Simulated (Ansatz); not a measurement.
The starting structures come from a database of crystals and need not be the phases stable at ambient conditions.

By PBEsol, the system below comes out a metal.

The ballistic (Sharvin) conductance counts the channels at the Fermi level: G/A = (e²/h) × channels of both spins per area.

Consider the following.

```
P
1.0
    3.42734     0.00000     0.00000
   -1.71367     2.96817     0.00000
    1.71367     0.98939     2.91877
P
2
Cartesian
  1.71367   2.96816   2.04609
  1.71367   0.98939   0.87269
```

The cell was relaxed by PBE-D3(BJ); by PBEsol it stands under a pressure of 1.4 GPa.

The current flows along the normal of the first two printed cell vectors, the (001) plane of the conventional cell. No spin-orbit coupling; the value is a mean over 0.1 eV about the Fermi level.

Task: Give the ballistic conductance per area that PBEsol in Ansatz (an electronic-structure program) yields.

Result: 0.35 × 10¹⁵ S/m² for both spins.
